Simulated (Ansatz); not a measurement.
Input and output of a self-consistent single point for Zr (Im-3m, 1 atom in the cell) (Ansatz, a first-principles code).

Method: LDA (PW92), PAW files made with PBE (plane waves; Ansatz).

The change in words: lattice scaled by 0.98; basis.ecutwfc: 420 eV → 335 eV. Reference geometry:
```
CELL_PARAMETERS angstrom
     -1.79980     1.79980     1.79980
      1.79980    -1.79980     1.79980
      1.79980     1.79980    -1.79980
ATOMIC_POSITIONS crystal
  Zr 0.00000 0.00000 0.00000
```

Reference input (self-consistent single point, DFT, LDA (PW92), plane waves, PAW files made with PBE): basis.ecutwfc = 420 eV; kpoints.mp_grid.grid = 13 13 13; hamiltonian.xc = lda; hamiltonian.pseudopotentials = {kind: paw} (the program's default PAW files); scf.occupations.method = fermi_dirac; scf.occupations.width = 0.1 eV. This run's input differs from it in these lines:

Ansatz 0.2 input:
```diff
@@ -2,5 +2,5 @@
   lattice:
-    - [-1.79979900, 1.79979900, 1.79979900]
-    - [1.79979900, -1.79979900, 1.79979900]
-    - [1.79979900, 1.79979900, -1.79979900]
+    - [-1.76380300, 1.76380300, 1.76380300]
+    - [1.76380300, -1.76380300, 1.76380300]
+    - [1.76380300, 1.76380300, -1.76380300]
   atoms:
@@ -8,3 +8,3 @@
 basis:
-  ecutwfc: 420.0
+  ecutwfc: 335.0
 kpoints:
```

Log, with long lists cut:

```
SCF iter   1: F=—  HF=-4077.515117 eV  |F-HF|=—  |Δ(HF+E_count)|=         —  Δρ=2.17e-2  dr2=1.41e-1  ethr=3.10e-3  ⟨swp⟩=5.1  Hψ=4739  notcnv=0
all-band conjugate gradients solve this SCF's bands
preconditioner: auto → none
SCF iter   2: F=—  HF=-4077.456271 eV  |F-HF|=—  |Δ(HF+E_count)|=   5.88e-2  Δρ=5.87e-3  dr2=4.83e-3  ethr=1.18e-3  ⟨swp⟩=2.9  Hψ=2210  notcnv=0
SCF iter   3: F=—  HF=-4077.455854 eV  |F-HF|=—  |Δ(HF+E_count)|=   4.17e-4  Δρ=2.09e-3  dr2=3.96e-4  ethr=4.03e-5  ⟨swp⟩=1.9  Hψ=966  notcnv=0
SCF iter   4: F=—  HF=-4077.455991 eV  |F-HF|=—  |Δ(HF+E_count)|=   1.37e-4  Δρ=1.31e-4  dr2=1.39e-6  ethr=3.30e-6  ⟨swp⟩=2.5  Hψ=1199  notcnv=0
SCF iter   5: F=—  HF=-4077.455991 eV  |F-HF|=—  |Δ(HF+E_count)|=   6.74e-8  Δρ=4.66e-6  dr2=1.32e-9  ethr=8.33e-10  ⟨swp⟩=5.4  Hψ=4074  notcnv=0
SCF iter   6: F=-4077.455991 eV  HF=-4077.455991 eV  |F-HF|=2.27e-12  |Δ(HF+E_count)|=  4.28e-10  Δρ=3.08e-7  dr2=7.05e-12  ethr=1.10e-11  ⟨swp⟩=1.1  Hψ=2445  notcnv=0
SCF 1 converged in 6 iterations: F = -4077.455991 eV  dr2 = 7.05e-12
Free energy (F): -4077.455991 eV
Internal energy: -4077.399697 eV  (E = F + TS)
E sigma→0 (E₀):  -4077.427844 eV
Entropy (-TS):   -0.056294 eV (-56.294 meV/atom)
Fermi energy:    14.373894 eV
--- Forces (eV/Å), atoms counted from 1 ---
  atom   1  Zr     0.00000000    -0.00000000     0.00000000
--- Stress (GPa, compression-positive) ---
       -3.292576       0.000000      -0.000000
       -0.000000      -3.292576       0.000000
       -0.000000      -0.000000      -3.292576
  P = ⅓ Tr σ = -3.2926 GPa (-32.926 kbar)
  The stress holds the Pulay correction. Without it, at fixed plane waves, as pw.x and ABINIT print it: P = -3.4739 GPa
```

The run converged in 6 iterations. Against the reference run the free energy falls by 47.7 meV/atom and the pressure goes from -8.11 to -3.29 GPa.

The starting cell comes from a database of computed structures (which also holds hypothetical and non-ambient phases and stackings), without a prior relaxation at this level. Its lattice was rescaled by up to half a per cent. For this run, on top of that: lattice scaled by 0.98. Ansatz's pressure includes its estimate of the finite-basis (Pulay) stress. The cutoff lies below the one recommended for these files.
